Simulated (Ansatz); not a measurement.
Results of r²SCAN in Ansatz (plane waves, PAW) for CdS (model structure, started from the BN type, Pm-3n, No. 223, 12 atoms in the cell).

Numerical settings: plane-wave cutoff 560 eV, 6×6×6 k mesh, Fermi–Dirac smearing 0.01 eV, scalar-relativistic PAW data made under PBE.

Cell (relaxed at this level):

```cif
data_Cd6S6
_chemical_formula_sum 'Cd6 S6'
_space_group_name_H-M_alt 'P 1'
_space_group_IT_number 1
_cell_length_a 7.22874
_cell_length_b 7.22874
_cell_length_c 7.22874
_cell_angle_alpha 90.000
_cell_angle_beta 90.000
_cell_angle_gamma 90.000
loop_
_space_group_symop_operation_xyz
  'x, y, z'
loop_
_atom_site_label
_atom_site_type_symbol
_atom_site_fract_x
_atom_site_fract_y
_atom_site_fract_z
_atom_site_occupancy
Cd1 Cd 0.25000 0.00000 0.50000 1
Cd2 Cd 0.50000 0.25000 0.00000 1
Cd3 Cd 0.50000 0.75000 0.00000 1
Cd4 Cd 0.75000 0.00000 0.50000 1
Cd5 Cd 0.00000 0.50000 0.75000 1
Cd6 Cd 0.00000 0.50000 0.25000 1
S1 S 0.25000 0.50000 0.00000 1
S2 S 0.00000 0.25000 0.50000 1
S3 S 0.00000 0.75000 0.50000 1
S4 S 0.75000 0.50000 0.00000 1
S5 S 0.50000 0.00000 0.75000 1
S6 S 0.50000 0.00000 0.25000 1
```

Q: Estimate the band gap that the calculation returns.

A: 
- band gap: 1.75 eV (on the SCF k mesh)

Note: the relaxation could raise the start's symmetry but not lower it, so the cell can be a saddle point.

Spin–orbit coupling is not included.

Cost on a shared machine: roughly 6 core-minutes.

A model structure was made by putting elements into a prototype or built by hand; it is no filed structure, need not be a known phase, and can be a saddle point held by its symmetry.

Ansatz is a quantum-chemistry and plane-wave program.
